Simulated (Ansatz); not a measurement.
## The (000-1) surface of wurtzite CdSe, from a spin-polarised start, Se-terminated, 2x2 with 2 OH on 4 top atoms (bottom of the slab: 2 H on 4 bottom sites)

The numbers are results of PBE (plane waves to 420 eV, PAW; Ansatz, an electronic-structure program), not measurements.

Slab: 38 atoms, 15.9 Å thick at the start with caps and adatoms; k 3x3x1, smearing 0.025 eV, dipole-corrected; 8 atoms held, the rest relaxed; no symmetry held; spin-polarised from one start with parallel moments (other orders not tried), no spin-orbit, no U. The starting moment vanished. It is one candidate, not shown to be the stable structure of the face.

| Property | Value |
|---|---|
| gap of the slab on its k-mesh | 1.11 eV |
| highest filled level below the top vacuum level | 5.68 eV |
| energy released by relaxation | 2.20 eV |
| magnetic moment of the cell | 0.00 μB |
| cost | roughly 2.2 core-hours |
